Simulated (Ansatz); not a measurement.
What pressure 4.5 GPa does to NiGe

Base system: NiGe (space group Pnma, No. 62; a = 5.407 Å, b = 3.473 Å, c = 5.847 Å; non-magnetic).

It is then changed as follows: a hydrostatic pressure of 4.5 GPa.

Calculations: PBE (Ansatz, an electronic-structure program; PAW; 420 eV plane waves; spin-orbit coupling left out). k-mesh 9×13×8 (Γ-centred); smearing 0.05 eV (Fermi–Dirac).

| quantity | base | changed | shift |
|---|---|---|---|
| volume per atom | 13.73 Å³ | 13.30 Å³ | -0.43 Å³ |
| shortest interatomic distance | 2.354 Å | 2.337 Å | -0.017 Å |
| enthalpy H = E + PV relative to the base's energy | – | +0.38 eV/atom | – |
| band gap | zero | zero | – |

Final structure:

```
NiGe
1.0
    5.35919     0.00000     0.00000
    0.00000     3.44739     0.00000
    0.00000     0.00000     5.75957
Ni Ge
4 4
Cartesian
  2.71780   0.86185   3.96434
  0.03821   0.86185   4.67501
  2.64139   2.58554   1.79523
  5.32099   2.58554   1.08456
  3.68633   0.86185   0.50677
  1.00673   0.86185   2.37302
  1.67286   2.58554   5.25281
  4.35246   2.58554   3.38655
```

Cost of the whole job for the changed cell (relaxation, final SCF and bands): about 6 core-minutes (a rough figure).

Load acts through the strain it causes; cell and atoms are relaxed under it. No phonon test of stability was made. Seeded moments were not kept for the base. The final runs are not spin-polarised.
